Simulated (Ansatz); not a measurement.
System: Mg-vacancy pair (Mg on one host Al site, one Al site vacant) in fcc Al (neutral cell). All values below come from PBE, PAW (plane waves to 420 eV; Ansatz, a program for electronic structure).

32-site cell at the relaxed PBE lattice, a 4×4×4 k-point mesh shifted by half a step, smearing 0.10 eV, spin-restricted, no finite-size correction. Energies are static. Forms of the defect that were not tried may lie lower. The start lies 0.073 eV above the lowest site run (PBE). The order of the sites in energy changes with the mesh.

Barriers: single points on a 6×6×6 k-point mesh shifted by half a step at the bands' geometries (they differ from the bands' own by up to 0.05 eV, and are uncertain by about as much).

The step: a nearby Al atom hops onto the vacant site (Mg-vacancy distance between ideal sites 2.86 → 4.04 Å). Atoms about the jump, Cartesian Å from the middle of the jump, before and after:

| atom | x0 | y0 | z0 | x1 | y1 | z1 |
|---|---|---|---|---|---|---|
| Al1 | 0.00 | 0.95 | -1.00 | 0.00 | -0.95 | 1.00 |
| Al2 | -2.00 | 0.98 | 1.00 | -2.02 | 1.02 | 0.99 |
| Al3 | 2.00 | 0.98 | 1.01 | 2.01 | 1.02 | 0.99 |
| Al4 | -2.07 | -0.98 | -1.02 | -2.02 | -0.95 | -1.02 |
| Al5 | 2.07 | -0.98 | -1.02 | 2.02 | -0.95 | -1.02 |
| Mg6 | 0.00 | -2.94 | -0.93 | 0.00 | -3.03 | -1.02 |
| Al7 | 0.00 | 3.01 | 1.02 | 0.00 | 2.98 | 1.00 |
| Al8 | 0.00 | 0.98 | 2.99 | 0.00 | 1.02 | 3.02 |
| Al9 | 0.00 | -0.99 | -3.06 | 0.00 | -0.95 | -3.04 |

Problem. Give the saddle-point geometry and the barrier.

Solution. 
```
atom      x      y      z
----  -----  -----  -----
Al1    0.00   0.00  -0.02
Al2   -2.16   1.04   1.04
Al3    2.17   1.04   1.04
Al4   -2.19  -1.03  -1.08
Al5    2.19  -1.04  -1.08
Mg6    0.00  -2.95  -0.97
Al7    0.00   2.95   0.97
Al8    0.00   0.97   2.94
Al9    0.00  -0.95  -3.03
```
It lies 0.52 eV above the start and 0.55 eV above the end. The saddle point's order was not checked, and it lies on a symmetry element of the cell, where a band can be held.
